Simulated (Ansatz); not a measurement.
Here is the system:

```
Li
1.0
   -1.68778     1.68778     1.71714
    1.68778    -1.68778     1.71714
    1.74650     1.74650    -1.71714
Li
1
Direct
  0.00000   0.00000   0.00000
```

No spin polarisation.

Level of theory: Ansatz (a quantum-chemistry and plane-wave program), PBEsol, PAW, cutoff 420 eV, no spin-orbit coupling. Settings: 27×27×27 k-points, 0.1 eV Fermi–Dirac smearing.

Problem. Predict the space group, band gap and stress.

Solution. 
- Space group: Fmmm (No. 69)
- Band gap: zero
- Stress (xx, yy, zz, yz, xz, xy; compression positive): (0.0, 0.0, 0.0, 0.0, 0.0, -0.4) GPa

The cells carry an imposed strain or load. Whether these cells are dynamically stable was not tested. The cell was made from Li in the bcc (W type) structure (space group Im-3m, No. 229) by this change: tensor shear ε_xy = +1.71 %.
